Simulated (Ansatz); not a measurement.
A self-consistent single point of SnSe (I4mm, 2 atoms in the cell) with Ansatz (a quantum-chemistry and plane-wave program)

Method: LDA (PW92), default PAW files made with PBE (plane waves; Ansatz).

The input file:

Ansatz 0.2 input:
```yaml
crystal:
  lattice:
    - [0.000000, 3.001404, 3.001404]
    - [3.001404, 0.000000, 3.001404]
    - [3.001404, 3.001404, 0.000000]
  atoms:
    - { symbol: Sn, position: [0.008329, 0.008329, -0.008329] }
    - { symbol: Se, position: [0.500000, 0.500000, 0.500000] }
basis:
  ecutwfc: 420.0 eV
kpoints:
  mp_grid: { grid: [7, 7, 7] }
hamiltonian:
  xc: lda
  pseudopotentials: { kind: paw }
scf:
  occupations: { method: fermi_dirac, width: 0.136 eV }
output:
  forces: true
  eigenvalues: true
  stress: true
```

The program printed (abridged):

```
WARN ansatz: RAYON_NUM_THREADS=1 ignored (pool sized by the plan → 1); use --threads N
Pseudopotentials: kind: paw
Pseudopotential: Sn, paw, valence charge 14
Pseudopotential: Se, paw, valence charge 16
Crystal: 2 atoms, lattice volume = 54.076 Å³
Basis set: ecut = 420 eV, 1067 PW (Γ)
Bands: 19, of which v1, the nominal top of the filled ones, is band 15 counted from 1 (14 counted from 0)
Symmetry: 8 space group operations
Space group: I4mm (ITA 107), of the structure as read, at distance tolerance 3.8e-5 Å
k-points: 40 of 343 (time reversal used)
PAW frozen core: Sn, regenerated for the run's functional, and the local potential with it
PAW frozen core: Se, regenerated for the run's functional, and the local potential with it
Initial density: superposition of atomic densities (neutral atoms: chi_scale 0, normalization atom), corrected by the library's trained network
Initial wavefunctions: pseudopotential atomic-orbital guess
Eigensolver: davidson
Functional: x = slater, c = lda
SCF iter   1: F=—  HF=-11263.639638 eV  |F-HF|=—  |Δ(HF+E_count)|=         —  Δρ=5.10e-3  dr2=7.92e-3  ethr=1.77e-3  ⟨swp⟩=5.3  Hψ=3536  notcnv=0
all-band conjugate gradients solve this SCF's bands
preconditioner: auto → none
SCF iter   2: F=—  HF=-11263.634903 eV  |F-HF|=—  |Δ(HF+E_count)|=   4.74e-3  Δρ=2.13e-3  dr2=1.07e-3  ethr=2.64e-5  ⟨swp⟩=2.8  Hψ=1505  notcnv=0
SCF iter   3: F=—  HF=-11263.634603 eV  |F-HF|=—  |Δ(HF+E_count)|=   2.99e-4  Δρ=5.21e-4  dr2=3.28e-4  ethr=3.57e-6  ⟨swp⟩=2.0  Hψ=1160  notcnv=0
SCF iter   4: F=—  HF=-11263.634497 eV  |F-HF|=—  |Δ(HF+E_count)|=   1.06e-4  Δρ=1.92e-4  dr2=9.30e-6  ethr=1.09e-6  ⟨swp⟩=2.7  Hψ=1264  notcnv=0
SCF iter   5: F=—  HF=-11263.634495 eV  |F-HF|=—  |Δ(HF+E_count)|=   2.48e-6  Δρ=2.88e-5  dr2=3.53e-7  ethr=3.10e-8  ⟨swp⟩=2.0  Hψ=1360  notcnv=0
SCF iter   6: F=-11263.634495 eV  HF=-11263.634495 eV  |F-HF|=2.61e-8  |Δ(HF+E_count)|=   2.88e-7  Δρ=1.04e-5  dr2=4.73e-8  ethr=3.33e-10  ⟨swp⟩=6.1  Hψ=3640  notcnv=0
SCF 1 converged in 6 iterations: F = -11263.634495 eV  dr2 = 4.73e-8
SCF converged after 6 iterations
Free energy (F): -11263.634495 eV
Harris-Foulkes:  -11263.634495 eV  (|F-HF|=2.61e-8)
Internal energy: -11263.622785 eV  (E = F + TS)
E sigma→0 (E₀):  -11263.628640 eV
Entropy (-TS):   -0.011710 eV (-5.855 meV/atom)
Fermi energy:    9.096679 eV
--- Per-component energies (eV) ---
  E_band       = -483.825546
  E_kinetic    = 304.802061
  E_local      = -3324.620555  (includes V_loc(G=0)·N_el)
  E_nonlocal   = -617.567395
  E_hartree    = 1743.540163
  E_xc         = -483.319795
  E_vxc        = -197.651569  (∫ρ·V_xc dr)
  E_paw        = -5818.254825  (= ΣΔE_a)
  E_vpaw       = -135.878972  (= ΣTr[D̂ρ^β])
  E_aug_tail   = -0.000621  (compensation charges beyond the density's cutoff)
  E_ewald      = -3070.844078
  E_core_change = 2.642261  (= ΣΔE_core)
  E_smearing   = -0.011710  (= −TS)
  E_closure    = -0.000000  (closes the sum)
  Σ components = -11263.634495   (vs F -11263.634495, Δ=0.00e0)
--- Forces (eV/Å), atoms counted from 1 ---
  atom   1  Sn     0.00000000     0.00000000     0.00946486
  atom   2  Se    -0.00000000     0.00000000    -0.00946792
  max |Σ_I F_I| component: 3.07e-6 eV/Å
--- Stress (GPa, compression-positive) ---
       -2.949165       0.000000       0.000000
        0.000000      -2.949165       0.000000
        0.000000      -0.000000      -2.883665
  P = ⅓ Tr σ = -2.9273 GPa (-29.273 kbar)
  The stress holds the Pulay correction. Without it, at fixed plane waves, as pw.x and ABINIT print it: P = -2.9556 GPa
--- Band table (eV; the first three rows and the last of 40) ---
  k-point 0: bands = ["-38.9898", "-38.9894", "-38.9877", "-38.9877", "-38.9874", "-12.6139", "-12.6136", "-12.6115", "-12.6111", "-12.6111", "-5.0906", "3.6637", "6.6734", "6.6815", "6.6815", "13.0951", "13.0951", "13.1216", "14.7431"]
  k-point 1: bands = ["-38.9898", "-38.9894", "-38.9877", "-38.9877", "-38.9874", "-12.6152", "-12.6150", "-12.6107", "-12.6090", "-12.6088", "-4.9469", "2.9575", "6.7023", "6.7086", "7.2201", "12.0444", "12.2275", "12.2472", "14.6897"]
  k-point 2: bands = ["-38.9898", "-38.9894", "-38.9877", "-38.9877", "-38.9874", "-12.6187", "-12.6186", "-12.6096", "-12.6034", "-12.6031", "-4.5754", "1.7268", "6.7924", "6.7999", "8.0191", "10.6192", "10.9620", "10.9741", "15.1854"]
  k-point 39: bands = ["-38.9899", "-38.9893", "-38.9876", "-38.9876", "-38.9875", "-12.6415", "-12.6161", "-12.6078", "-12.5941", "-12.5933", "-3.8506", "2.2550", "3.4948", "5.3689", "5.6829", "12.2046", "13.4439", "13.7655", "14.5715"]
```

The run converged in 6 iterations.

The starting cell comes from a database of computed structures (which also holds hypothetical and non-ambient phases and stackings), without a prior relaxation at this level. Its lattice was rescaled by up to half a per cent. One atom was moved a little off its site on purpose. Ansatz's pressure includes its estimate of the finite-basis (Pulay) stress. Another mesh or the band path of this cell gives a smaller gap, so this value is not converged in the mesh.
